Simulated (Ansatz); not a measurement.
AlB2-type HfB2, treated with rVV10 (PAW; Ansatz, a first-principles code).

Numerical settings: plane-wave cutoff 520 eV, 24×24×16 k mesh (along the axes of the cell as run), Fermi–Dirac smearing 0.05 eV, scalar-relativistic PAW data made under PBE.

Cell (relaxed at this level):

```yaml
crystal:
  lattice:
    - [1.57293, -2.72440, 0.00000]
    - [1.57293, 2.72440, 0.00000]
    - [0.00000, 0.00000, 3.50785]
  atoms:
    - { symbol: Hf, position: [0.00000, 0.00000, 0.00000] }
    - { symbol: B, position: [0.33333, 0.66667, 0.50000] }
    - { symbol: B, position: [0.66667, 0.33333, 0.50000] }
```

Give the computed bulk modulus B0 and pressure derivative B′ of the bulk modulus.


* **bulk modulus B0**: 246 GPa
* **pressure derivative B′ of the bulk modulus**: 4.0

The run finds no gap.

Measured, for comparison: bulk modulus 282 GPa (room temperature, no zero-point or thermal correction, hydrostatic curve from radial diffraction; as tabulated in Experimental and computational studies of compression and deformation behavior …). Computed (rounded) less measured: bulk modulus -13 %.

Note: the bulk modulus comes from volumes at which shape and atoms were relaxed.

Spin–orbit coupling is not included.

Static lattice: no zero-point or thermal effects.
